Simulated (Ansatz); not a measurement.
## SiC, response to strain

Consider SiC (space group P6_3mc, No. 186; a = 3.094 Å, c = 10.129 Å). Axes: x lies along a and z along c of the hexagonal cell.

Strains are applied to the cell and any free atomic positions relax; under biaxial strain the out-of-plane vector relaxes too.

Calculations: PBE (Ansatz, a program for electronic structure; PAW; 420 eV plane waves; scalar-relativistic without spin-orbit coupling).

```json
[
 {"biaxial strain, plane normal [001], relaxed out of plane (%)": "0", "out-of-plane strain (%)": "0.00"},
 {"biaxial strain, plane normal [001], relaxed out of plane (%)": "0.75", "out-of-plane strain (%)": "-0.14"},
 {"biaxial strain, plane normal [001], relaxed out of plane (%)": "1.5", "out-of-plane strain (%)": "-0.28"},
 {"biaxial strain, plane normal [001], relaxed out of plane (%)": "2.25", "out-of-plane strain (%)": "?"},
 {"biaxial strain, plane normal [001], relaxed out of plane (%)": "3", "out-of-plane strain (%)": "-0.54"}
]
```

Q: Fit ε⊥ = −νε + γε² (strains in %) to the rows shown and predict the withheld row.

A: Least squares on the printed values gives ν = 0.19 (the biaxial Poisson response) and γ = 0.004 (largest residual 0.00 %); this predicts -0.41 %, and the run gives -0.41 %, in agreement.

Stability against distortions was not tested.
